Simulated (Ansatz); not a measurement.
Levels about the gap of amorphous Ti20O41Mg (62 atoms in a cell of 759 Å³, 3.58 g/cm³; zone centre alone, so wide bands show as single levels with stretches between that a denser mesh fills), at the geometry that PBE relaxed, where it gives 1.6 GPa on a denser mesh. The participation number counts the atoms over which a state spreads; weights are charges in smoothed Voronoi cells. The levels come from a single point, so bond lengths are those of that geometry. Method of the levels: PBE, scalar-relativistic without spin-orbit coupling (Ansatz, a program for electronic structure). Sampling: the zone centre alone; Fermi-Dirac width 0.02 eV; no spin polarisation. At PBE the levels at the filled edge of the gap are localised (band-tail or defect states).

The cell was made by melting and quenching with the CHGNet potential and then relaxed with DFT. O atoms were pushed apart under 1.9 Å during the dynamics, to hinder bonds among them. The hot cell started wider than the set density and was brought back towards it in steps. It is the lowest in DFT energy of 2 quenches. It is a model cell: composition and starting density were chosen by hand, and all elements were melted together. No dispersion term was used. Its density started from a set value of 3.58 and ended at 3.58 g/cm³. The quench (nominally 360 K/ps over its main leg) was far faster than any real one, so the model tends to hold more defects than a real film. A cell of this size samples the disorder only roughly. The volume was held where the preparation left it and the shape relaxed, at a PBE pressure of 1.6 GPa. Stress components on the final sampling reach 1.7 GPa. On a 2×2×2 Γ-centred mesh force components of up to 0.23 eV/Å stay, since the relaxation ran on the zone centre alone.

```csv
"E - E(highest filled), eV",filling,participation number,largest on,weight O,weight Ti,weight Mg
-0.43,filled,15.0,"O, 3 neighbours",0.93,0.06,0.00
-0.39,filled,16.6,"O, 2 neighbours",0.92,0.08,0.00
-0.34,filled,16.5,"O, 2 neighbours",0.93,0.07,0.00
-0.29,filled,19.5,"O, 3 neighbours",0.92,0.07,0.00
-0.23,filled,18.4,"O, 3 neighbours",0.93,0.06,0.00
-0.14,filled,12.9,"O, 2 neighbours",0.93,0.07,0.00
0.00,filled,9.7,"O, 3 neighbours",0.94,0.06,0.00
2.48,empty,12.7,"Ti, 6 neighbours",0.21,0.79,0.00
2.56,empty,6.8,"Ti, 6 neighbours",0.18,0.82,0.00
2.60,empty,10.8,"Ti, 5 neighbours",0.18,0.82,0.00
2.70,empty,11.4,"Ti, 7 neighbours",0.19,0.81,0.00
2.77,empty,17.7,"Ti, 7 neighbours",0.19,0.81,0.00
2.81,empty,14.8,"Ti, 6 neighbours",0.20,0.80,0.00
2.82,empty,20.4,"Ti, 5 neighbours",0.19,0.81,0.00
```

Most localised among these is the empty level at +2.56 eV, on a Ti atom, which has 6 neighbours (O 1.94 Å, O 1.95 Å, O 1.98 Å, O 2.01 Å, O 2.01 Å, O 2.11 Å).
